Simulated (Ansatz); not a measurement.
Start from ZrO2 in the fluorite structure (space group Fm-3m, No. 225; a = 5.089 Å). Axes: x, y, z lie along the cube axes.

All numbers come from r2SCAN in Ansatz (plane waves to 500 eV, PAW, spin-orbit coupling left out).

Base values:

| Property | Result |
|---|---|
| Band gap | 3.89 eV |
| Smallest direct gap | 4.29 eV |

One thing is altered: biaxial strain +0.50 %, plane normal [001], relaxed out of plane (Cartesian); in-plane vectors clamped, the third vector and the atoms free.

**Question.** What does the calculation give for the band gap, in-plane stress, energy relative to the base, smallest direct gap and out-of-plane strain after the change?

**Answer.** The band gap shrinks by 0.11 eV to 3.78 eV; the mean in-plane stress (compression positive) is -3.1 GPa; the energy goes up by 1.1 meV/atom; the smallest direct gap decreases by 0.08 eV (4.29 eV → 4.21 eV); the out-of-plane strain amounts to -0.18 %.

Whether these cells are dynamically stable was not tested. This is not the structure that ZrO2 has at room temperature and ambient pressure.

Ansatz is a first-principles code.
